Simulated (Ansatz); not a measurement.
Input and output of a self-consistent single point for Mo₃Pt (Pm-3n, 8 atoms in the cell) (Ansatz, an electronic-structure program).

Level of theory: r2SCAN, PAW files at level accurate made with PBE (plane waves; Ansatz).

```yaml
crystal:
  lattice:
    - [4.98700, 0.00000, 0.00000]
    - [0.00000, 4.98700, 0.00000]
    - [0.00000, 0.00000, 4.98700]
  atoms:
    - { symbol: Mo, position: [0.25000, 0.00000, 0.50000] }
    - { symbol: Mo, position: [0.50000, 0.75000, 0.00000] }
    - { symbol: Mo, position: [0.75000, 0.00000, 0.50000] }
    - { symbol: Mo, position: [0.50000, 0.25000, 0.00000] }
    - { symbol: Mo, position: [0.00000, 0.50000, 0.75000] }
    - { symbol: Mo, position: [0.00000, 0.50000, 0.25000] }
    - { symbol: Pt, position: [0.00000, 0.00000, 0.00000] }
    - { symbol: Pt, position: [0.50000, 0.50000, 0.50000] }
```

Reference input (self-consistent single point, DFT, r2SCAN, plane waves, default PAW files made with PBE): kpoints.mp_grid.grid = 5 5 5; kpoints.mp_grid.shift = 0.5 0.5 0.5; hamiltonian.xc = r2scan; hamiltonian.pseudopotentials = {kind: paw} (the program's default PAW files); scf.occupations.method = methfessel_paxton; scf.occupations.width = 0.1 eV. This run's input differs from it in these lines:

Ansatz 0.2 input:
```diff
@@ -18,3 +18,3 @@
   xc: r2scan
-  pseudopotentials: { kind: paw }
+  pseudopotentials: { kind: paw, level: accurate }
 scf:
```

Output (repeated stretches shortened):

```
SCF iter   1: F=—  HF=-54941.923257 eV  |F-HF|=—  |Δ(HF+E_count)|=         —  Δρ=1.07e-1  dr2=1.50e1  dr2_τ=2.64e0  ethr=3.10e-3  ⟨swp⟩=5.1  Hψ=2282  notcnv=0
all-band conjugate gradients solve this SCF's bands
preconditioner: auto → Kerker (q_TF=auto, 2.713 Å⁻¹)
SCF iter   2: F=—  HF=-54938.556584 eV  |F-HF|=—  |Δ(HF+E_count)|=    3.37e0  S|Δr|=    0.00e0  Δρ=5.16e-2  dr2=3.15e0  dr2_τ=1.16e0  ethr=3.10e-3  ⟨swp⟩=2.0  Hψ=1417  notcnv=0  defer=53
   [... lines left out ...]
SCF iter   7: F=—  HF=-54938.430651 eV  |F-HF|=—  |Δ(HF+E_count)|=   1.32e-3  S|Δr|=    0.00e0  Δρ=4.06e-5  dr2=2.75e-6  dr2_τ=5.77e-7  ethr=3.66e-8  ⟨swp⟩=2.0  Hψ=1104  notcnv=0  defer=53
SCF iter   8: F=—  HF=-54938.430651 eV  |F-HF|=—  |Δ(HF+E_count)|=   4.60e-7  S|Δr|=    0.00e0  Δρ=9.76e-6  dr2=1.05e-7  dr2_τ=2.66e-8  ethr=2.29e-9  ⟨swp⟩=2.0  Hψ=941  notcnv=0  defer=53
SCF iter   9: F=-54938.430652 eV  HF=-54938.430652 eV  |F-HF|=9.82e-10  |Δ(HF+E_count)|=   4.19e-8  S|Δr|=    0.00e0  Δρ=1.60e-6  dr2=1.86e-9  dr2_τ=9.66e-10  ethr=8.33e-11  ⟨swp⟩=10.4  Hψ=2871  notcnv=0
SCF 1 converged in 9 iterations: F = -54938.430652 eV  dr2 = 1.86e-9
Stability not checked (fill_not_monotonic)
Free energy (F): -54938.430652 eV
Internal energy: -54938.431826 eV  (E = F + TS)
E sigma→0 (E₀):  -54938.430945 eV
Entropy (-TS):   0.001175 eV (0.147 meV/atom)
Fermi energy:    21.578814 eV
--- Forces (eV/Å), atoms counted from 1 ---
  atom   1  Mo     0.00000000    -0.00000000     0.00000000
   [... zero for the other atoms too ...]
--- Stress (GPa, compression-positive) ---
        0.070442       0.000000      -0.000000
        0.000000       0.070442       0.000000
        0.000000       0.000000       0.070442
  P = ⅓ Tr σ = 0.0704 GPa (0.704 kbar)
  The stress holds the Pulay correction. Without it, at fixed plane waves, as pw.x and ABINIT print it: P = 0.0614 GPa
```

The run converged in 9 iterations. Against the reference run the pressure moves little (0.00 to 0.07 GPa). The full log also holds: “WARN basis.ecutwfc = 900 eV, the default”.

The starting cell comes from a database of published, mostly measured structures (it also holds non-ambient and calculated ones), without a prior relaxation at this level. Spin polarisation is off. Ansatz's pressure includes its estimate of the finite-basis (Pulay) stress.

Cost on one core of a shared machine: roughly 40 s.
